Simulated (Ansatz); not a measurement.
Work function of faces of hcp Lu in PBE and in r2SCAN, in Ansatz (plane waves, PAW). Symmetric slabs relaxed with PBE from ideal cuts in 1x1 cells (the lowest computed cut and spin start of each face; real faces may reconstruct in larger cells); r2SCAN values are single points on them, with the bulk at the same level. No spin-orbit coupling, no U.

```json
[
 {"face": "(0001)", "PBE (eV)": "3.48", "r2SCAN (eV)": "3.56"},
 {"face": "(10-10)", "PBE (eV)": "3.42", "r2SCAN (eV)": "3.51"},
 {"face": "(10-11)", "PBE (eV)": "3.29", "r2SCAN (eV)": "3.36"},
 {"face": "(10-12)", "PBE (eV)": "2.94", "r2SCAN (eV)": "2.93"},
 {"face": "(10-13)", "PBE (eV)": "3.04", "r2SCAN (eV)": "3.07"},
 {"face": "(11-20)", "PBE (eV)": "3.07", "r2SCAN (eV)": "?"},
 {"face": "(11-21)", "PBE (eV)": "3.02", "r2SCAN (eV)": "3.05"},
 {"face": "(11-22)", "PBE (eV)": "3.11", "r2SCAN (eV)": "3.15"},
 {"face": "(11-23)", "PBE (eV)": "2.98", "r2SCAN (eV)": "2.99"}
]
```

Question: Fit a straight line y = a·x + b by least squares to the 8 complete rows (x: PBE (eV); y: r2SCAN (eV)).

Answer: the means are x̄ = 3.1600 and ȳ = 3.2025; Σ(x − x̄)² = 0.30420 and Σ(x − x̄)(y − ȳ) = 0.35290, so a = 1.160 and b = ȳ − a·x̄ = -0.463. The largest residual is 0.017.

Question: What does the line predict for the withheld row, (11-20), and what did the calculation give?

Answer: the line gives 3.10; the calculation gave 3.14, a miss of 0.04, larger than any residual of the fitted rows.

Ansatz is an electronic-structure program.
